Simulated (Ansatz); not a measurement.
Zr2AlN (P6₃/mmc, No. 194, 8 atoms in the cell; start mp-4678), treated with PBEsol (Ansatz, a program for electronic structure, plane waves, PAW).

Settings: plane-wave cutoff 520 eV, 18×18×4 k mesh (along the axes of the cell as run), Fermi–Dirac smearing 0.05 eV, scalar-relativistic PAW data made under PBE.

Cell (relaxed at this level):

```
AlZr2N
1.0
    3.22114     0.00000     0.00000
   -1.61057     2.78959     0.00000
    0.00000     0.00000    14.31576
Zr Al N
4 2 2
Direct
  0.66667   0.33333   0.58812
  0.33333   0.66667   0.41188
  0.33333   0.66667   0.08812
  0.66667   0.33333   0.91188
  0.66667   0.33333   0.25000
  0.33333   0.66667   0.75000
  0.00000   0.00000   0.50000
  0.00000   0.00000   0.00000
```

Problem. Give the computed bulk modulus B0.

Solution. 
- bulk modulus B0: 151 GPa

The run finds no gap.

Note: the bulk modulus is −V dP/dV from two relaxed cells at ±2 % in volume; the relaxation could not lower the start's symmetry, so the cell can be a saddle point above a distorted one.

A start named mp-… is a Materials Project structure, which need not be a measured phase.
